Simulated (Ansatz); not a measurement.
Worked example: self-consistent single point of YNi (Pnma, 8 atoms in the cell) in Ansatz (an electronic-structure program).

Method of the run: PBEsol, default PAW files made with PBE (plane waves; Ansatz).

```
YNi
1.0
    7.15600     0.00000     0.00000
    0.00000     4.12400     0.00000
    0.00000     0.00000     5.51500
Y Ni
4 4
Cartesian
  1.28665   1.03100   0.73074
  2.29135   3.09300   3.48824
  4.86465   1.03100   2.02676
  5.86935   3.09300   4.78426
  0.25547   1.03100   3.43750
  3.32253   3.09300   0.68000
  3.83347   1.03100   4.83500
  6.90053   3.09300   2.07750
```
Moments meant for the start (each program seeds them in its own way; μB, in the order of the atoms Y Y Y Y Ni Ni Ni Ni): 0.0 0.0 0.0 0.0 2.0 2.0 2.0 2.0.

Reference input (self-consistent single point, DFT, PBEsol, plane waves, default PAW files made with PBE): basis.ecutwfc = 30.9 Ry; kpoints.mp_grid.grid = 3 5 4; hamiltonian.xc = pbesol; hamiltonian.pseudopotentials = {kind: paw} (the program's default PAW files); magnetization.spin_polarized = true; scf.occupations.method = fermi_dirac; scf.occupations.width = 0.0073 Ry. This run's input differs from it in these lines:

Ansatz 0.2 input:
```diff
@@ -24,3 +24,3 @@
 scf:
-  occupations: { method: fermi_dirac, width: 0.0073 Ry }
+  occupations: { method: fermi_dirac, width: 0.022 Ry }
 output:
```

Output (repeated stretches shortened):

```
SCF iter   1: F=—  HF=-38401.552940 eV  |F-HF|=—  |Δ(HF+E_count)|=         —  Δρ=1.16e-1 (↑1.16e-1 ↓1.15e-1)  dr2=2.75e0  dr2_m=1.96e1  M=1.380 μB ∫|m|=1.866 μB  β_m=0.30  ethr=2.36e-3  ⟨swp⟩=1.0  Hψ=13189  notcnv=0
Mixer restart at iter 1: flushing history
all-band conjugate gradients solve this SCF's bands
preconditioner: auto → Kerker (q_TF=auto, 2.579 Å⁻¹)
spin=Collinear: Kerker preconditioning applied to the charge; magnetization (m = ρ↑ − ρ↓) channel mixes plain (no charge-response kernel on spin).
   [... lines left out ...]
SCF iter  12: F=—  HF=-38404.419104 eV  |F-HF|=—  |Δ(HF+E_count)|=   4.06e-8  Δρ=1.59e-6 (↑1.42e-6 ↓1.59e-6)  dr2=1.54e-8  dr2_m=1.43e-11  M=-0.000 μB ∫|m|=0.000 μB  β_m=1.00  ethr=9.15e-10  ⟨swp⟩=2.0  Hψ=3730  notcnv=0
SCF iter  13: F=-38404.419104 eV  HF=-38404.419104 eV  |F-HF|=7.95e-8  |Δ(HF+E_count)|=   8.88e-9  Δρ=3.81e-6 (↑3.79e-6 ↓3.81e-6)  dr2=8.75e-8  dr2_m=2.58e-13  M=-0.000 μB ∫|m|=0.000 μB  ethr=1.32e-11  ⟨swp⟩=2.0  Hψ=7202  notcnv=0
SCF 1 converged in 13 iterations: F = -38404.419104 eV  dr2 = 8.75e-8
WARN: the starting moments were not kept: the SCF closed with an absolute magnetisation of 1.2e-6 μB, where they sum to 8 μB in size (4 sites) …
Magnetization: -0.0000 μB (58.0000 up, 58.0000 down)
   [... lines left out ...]
Absolute magnetization: 0.0000 μB (∫|ρ↑−ρ↓|, with the PAW one-centre terms)
Free energy (F): -38404.419104 eV
Fermi energy:    12.280770 eV
   [... lines left out ...]
  atom   8  Ni     0.09046914     0.00000000     0.21141207
--- Stress (GPa, compression-positive) ---
       -3.093614       0.000000       0.000000
        0.000000      -3.452610       0.000000
        0.000000       0.000000      -3.350599
  P = ⅓ Tr σ = -3.2989 GPa (-32.989 kbar)
  The stress holds the Pulay correction. Without it, at fixed plane waves, as pw.x and ABINIT print it: P = -3.3133 GPa
```

The run converged in 13 iterations. Against the reference run the free energy falls by 110 meV/atom, the pressure goes from -4.13 to -3.30 GPa and the largest force goes from 0.155 to 0.230 eV/Å.

The starting cell comes from a database of published, mostly measured structures (it also holds non-ambient and calculated ones), without a prior relaxation at this level. The starting moments vanished: the run ended non-magnetic, which need not be the lowest state. The program warned that a starting moment was not kept. With a pressure of about -3 GPa the cell is away from its equilibrium volume at this level. Ansatz's pressure includes its estimate of the finite-basis (Pulay) stress.

Cost on one core of a shared machine: roughly 40 s.
